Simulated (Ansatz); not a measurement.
The parent structure is GaSb in the zinc blende structure (space group F-43m, No. 216).

```
CELL_PARAMETERS angstrom
      0.00000     3.05573     3.05573
      3.05573     0.00000     3.05573
      3.05573     3.05573     0.00000
ATOMIC_POSITIONS crystal
  Ga 0.00000 0.00000 0.00000
  Sb 0.25000 0.25000 0.25000
```

Cartesian axes are those of the cell as printed.

Level of theory: PBEsol (Ansatz, an electronic-structure program, PAW, spin-orbit coupling left out).

Base values:

The shortest interatomic distance comes out as 5.001 bohr.

Now apply this change: compressive biaxial strain of 0.83 % in the plane normal to [111], as in epitaxy on a mismatched substrate; the out-of-plane cell vector and the atoms relax.

Problem. What happens to the energy relative to the base?

Solution. The energy increases by 1.5 meV/atom.

Problem. Predict the new shortest interatomic distance.

Solution. The shortest interatomic distance drops by 0.026 bohr to 4.975 bohr.

Whether these cells are dynamically stable was not tested. All final runs are without spin polarisation.
